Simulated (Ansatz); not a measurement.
The starting structures come from a database of crystals and need not be the phases stable at ambient conditions.

 Where the default PAW files enter, the runs use the earlier of Ansatz's two default sets.

Tunnelling through a barrier is set by its complex band structure: the current falls as exp(−2κd) with the smallest κ.

Given:

```
PtRb2H6
1.0
    6.02567     0.00000     0.00000
   -3.01284     5.21839     0.00000
    3.01284     1.73946     4.91994
Rb H Pt
2 6 1
Cartesian
  3.01284   1.73946   1.22999
  3.01284   5.21839   3.68996
  4.17392   2.40982   3.97192
  1.85175   4.54803   0.94802
  1.85175   2.40982   3.97192
 -1.85175   4.54803   0.94802
  0.00000   5.61714   3.97192
  0.00000   1.34071   0.94802
  0.00000   0.00000   0.00000
```

Space group of this cell: Fm-3m. The cell is taken as given.

Transport runs along the normal of the first two printed cell vectors, the (111) plane of the conventional cell.

No gap correction and no spin-orbit coupling; mid-gap values are interpolated between computed energies.

### Question
Give the band gap and the smallest decay constant κ at mid-gap that r2SCAN (Ansatz, an electronic-structure program) yields.

### Answer
Gap 4.41 eV on a 8×8×8 mesh; κ = 0.455 1/Å, at the zone centre.
